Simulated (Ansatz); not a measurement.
Base system: Zr in the hcp (Mg type) structure (space group P6_3/mmc, No. 194; a = 3.232 Å, c = 5.174 Å).

Level of theory: PBE (Ansatz, an electronic-structure program, PAW, spin-orbit coupling left out), earlier PAW set.

One change was made to it. Results:

| quantity | base | after |
|---|---|---|
| shortest interatomic distance | 3.189 Å | 3.149 Å |
| c/a ratio | 1.601 | 1.606 |

Which of these changes matches the shifts?
(A) pressure 4.2 GPa
(B) pressure 60 GPa
(C) pressure 9 GPa
(D) pressure 30 GPa

A, pressure 4.2 GPa. For comparison, the shortest interatomic distance in the other runs: pressure 60 GPa gives 2.765 Å; pressure 9 GPa gives 3.110 Å; pressure 30 GPa gives 2.951 Å.

Load acts through the strain it causes; cell and atoms are relaxed under it. Stability against distortions was not tested. All final runs are without spin polarisation. Measured, Zr leaves this structure (for the ω phase) near 3 GPa (temperature not stated; as listed in C. Cazorla, D. Alfè, M. J. Gillan, Physical Review B (2008)).
